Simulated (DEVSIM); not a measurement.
Structure: Schottky contact on p-type GaAs, at 350 K.

```
layer (left to right)  material  thickness (μm)  Na (cm⁻³)  τn (s)  τp (s)
---------------------  --------  --------------  ---------  ------  ------
1                          GaAs            19.0     2.3e15  2.2e-9  2.2e-9
```

Left contact: Schottky, work function 4.914 eV, emission velocity 4.1e6 cm/s. Right contact: ohmic. Voltage is applied to the left contact. Recombination: SRH at mid-gap, radiative. Mobility is μmin + (μ − μmin)/(1 + (N/Nref)^α).

The device is made up for the run: typed textbook-type constants, with dimensions and the other settings drawn at random. Values at 300 K; Nc and Nv go as T^1.5, mobilities as T to minus their exponent, the gap by Varshni's rule with the affinity fixed.

```csv
parameter,GaAs
gap (eV),1.424
affinity (eV),4.07
permittivity,12.9
Nc (cm⁻³),4.7e17
Nv (cm⁻³),9e18
μn (cm²/Vs),8500
μp (cm²/Vs),400
"μn,min",500
"μp,min",20
"Nref,n",6e16
"Nref,p",1.5e17
αn,0.39
αp,0.38
T exponent of μn,2.1
T exponent of μp,2.2
B (cm³/s),2e-10
Varshni α (eV/K),0.000541
Varshni β (K),204
```

Simulated with DEVSIM: 1D drift-diffusion, Boltzmann statistics, complete ionisation; no tunnelling, impact ionisation, image-force lowering or self-heating. Metal contacts follow the ideal Schottky-Mott rule: no Fermi-level pinning, no interface dipoles.

The thickness of layer 1 was swept, all else fixed.

```
thickness of layer 1 (μm)  dark forward voltage at 1 A/cm² (V)
-------------------------  -----------------------------------
3.8                                                      0.118
6.6                                                      0.122
11                                                       0.127
19                                                       0.136
32                                                       0.149
57                                                       0.179
95                                                       0.222
```

From the first row to the last the dark forward voltage at 1 A/cm² goes from 0.118 to 0.222.
